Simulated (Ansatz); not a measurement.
We consider LaBr3 (model structure, started from the ReO3 type, Pm-3m, No. 221, 4 atoms in the cell), described by HSE06+SOC (Ansatz, a first-principles code, PAW).

Settings: plane-wave cutoff 460 eV, 4×4×4 k mesh, Fermi–Dirac smearing 0.01 eV, PAW data made under PBE.

Cell (relaxed with PBEsol):

```yaml
crystal:
  lattice:
    - [5.80365, 0.00000, 0.00000]
    - [0.00000, 5.80365, 0.00000]
    - [0.00000, 0.00000, 5.80365]
  atoms:
    - { symbol: La, position: [0.00000, 0.00000, 0.00000] }
    - { symbol: Br, position: [0.50000, 0.00000, 0.00000] }
    - { symbol: Br, position: [0.00000, 0.00000, 0.50000] }
    - { symbol: Br, position: [0.00000, 0.50000, 0.00000] }
```

Q: What does this level give for the band gap and smallest direct gap on the k points sampled?

A: 
- band gap: 4.50 eV (on the SCF k mesh) (indirect)
- smallest direct gap on the k points sampled: 4.96 eV

Note: the relaxation could raise the start's symmetry but not lower it, so the cell can be a saddle point; cell and atoms aren't relaxed at this level (pressure 0.9 GPa).

A model structure was made by putting elements into a prototype or built by hand; it is no filed structure, need not be a known phase, and can be a saddle point held by its symmetry.
